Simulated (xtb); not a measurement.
xtb 6.7.1, GFN2-xTB: cluster of 30 water molecules, 90 atoms. The geometry is a generated start, not checked to be a minimum at this level.

| Item | Result |
|---|---|
| run flags | --md |
| method | GFN2-xTB |
| detailed input (--input) | $md;  time=0.2;  step=1;  hmass=1;  shake=0;  temp=300; $end |
| --acc | 1 (default) |
| --etemp (K) | 300 (default) |
| basis functions | 180 |
| valence electrons | 240 |

Machine: one whole node, AMD EPYC (Zen 5), 96 cores on 1 socket, no SMT, 12 L3 cache groups.

Wall times, medians of two to five repeats, each run alone on the node (launch to exit). Unless noted, each process is bound to its own block of adjacent cores. The times hold for this build (conda-forge: gfortran, OpenMP (GNU), OpenBLAS with its own threads). Scratch files lie in a memory file system.

Measured:

```csv
cores,layout,wall time
1,1 thread,12.9 s
2,"2 threads, 1 BLAS thread",10.1 s
8,"8 threads, 1 BLAS thread",6.50 s
16,"16 threads, 1 BLAS thread",5.81 s
```

### Question
Fit T(p) = s + w/p to these times and predict the runs with 4 threads, 1 BLAS thread and with 32 threads, 1 BLAS thread. How well does the fit hold?

### Answer
A fit of relative deviations gives s = 5.46 s and w = 7.95 core-seconds; it misses the rows shown by at most 7 %.

| cores | layout | fit | measured | measured against fit |
|---|---|---|---|---|
| 4 | 4 threads, 1 BLAS thread | 7.45 s | 7.92 s | +6 % |
| 32 | 32 threads, 1 BLAS thread | 5.71 s | 5.66 s | -1 % |

Efficiency, counted from 1 core, stays above one half up to 2 cores and is 41 % at 4. The time no longer falls beyond 16 cores (5.8 s; the least measured is 5.7 s on 32, level within 8 % or the scatter of repeats). The largest part on 32 cores, dynamics, takes 13 s on 1 and 5.6 s there.
